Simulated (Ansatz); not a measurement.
Amorphous Hf$_{18}$O$_{37}$H$_{2}$, 57 atoms at 8.47 g/cm³, one PBE-relaxed geometry, zone centre. Methods: PBE, scalar-relativistic without spin-orbit coupling (Ansatz, a program for electronic structure); r2SCAN, scalar-relativistic without spin-orbit coupling (Ansatz); HSE06, scalar-relativistic without spin-orbit coupling (Ansatz). Plane waves to 420 eV (r2SCAN 500 eV); exact exchange is cut at the cell's faces. At PBE the levels at the filled edge of the gap are localised (band-tail or defect states), and the nearest spread-out levels lie 4.2 eV apart at the zone centre. All rungs ran without spin polarisation.

The cell was made by melting and quenching with the CHGNet potential and then relaxed with DFT. O atoms were pushed apart under 1.9 Å during the dynamics, to hinder bonds among them. The hot cell started wider than the set density and was brought back towards it in steps. It is the lowest in DFT energy of 2 quenches. It is a model cell: composition and starting density were chosen by hand, and all elements were melted together. No dispersion term was used. Its density started from a set value of 8.75 and ended at 8.47 g/cm³. Cooling (nominally 630 K/ps over its main leg) ran many orders faster than in experiment, which tends to leave more defects and strain. Values belong to this one cell and scatter from quench to quench. The volume was free in the relaxation, at fixed shape. Stress components on the final sampling reach 1.4 GPa.

The relaxation ran on the zone centre alone. At PBE the level gap is 3.81 eV on a 2×2×2 Γ-centred mesh, and the spacing at the zone centre alone 3.90 eV.

What zone-centre spacing does r2SCAN give, roughly?

4.35 eV (+0.46 eV against PBE).

What zone-centre spacing does HSE06 give, roughly?

5.48 eV (+1.58 eV against PBE).

The highest filled and the lowest empty state spread over these numbers of atoms (participation numbers): PBE: 5.6 and 12.5; r2SCAN: 5.3 and 12.4; HSE06: 5.4 and 13.7.
